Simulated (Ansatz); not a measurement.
System: As-vacancy pair (As on one host Si site, one Si site vacant) in silicon (charge state +1). Level of theory: PBE, PAW (plane waves to 420 eV; Ansatz, a quantum-chemistry and plane-wave program).

Cell of 216 host sites held at the relaxed PBE lattice; one k-point at (0.250, 0.250, 0.250); Fermi-Dirac width 0.01 eV, spin-restricted; finite-size errors left in. No zero-point or tunnelling terms. The charge state is imposed; whether it is stable for some Fermi level was not computed. Forms of the defect that were not tried may lie lower.

Barriers: single points on a 2×2×2 k-point mesh shifted by half a step at the bands' geometries (they differ from the bands' own by up to 0.14 eV, and are uncertain by about as much).

The step: a nearby Si atom hops onto the vacant site (As-vacancy distance between ideal sites 2.37 → 3.87 Å); the atom moves 1.85 Å along (0.17, -0.23, -0.18) of the unit cell; the moving atom starts with neighbours Si at 2.35, 2 Si at 2.39 Å and ends with As at 2.45; Si at 2.40, Si at 2.51, Si at 3.07 Å.

Task: Give the migration barrier of this step at the level PBE, PAW.

Result: 0.80 eV forward and 0.053 eV backward. At the saddle the moving atom has neighbours As at 2.53; Si at 2.45, Si at 2.55, Si at 2.89, Si at 3.19 Å. The program found a first-order saddle point.
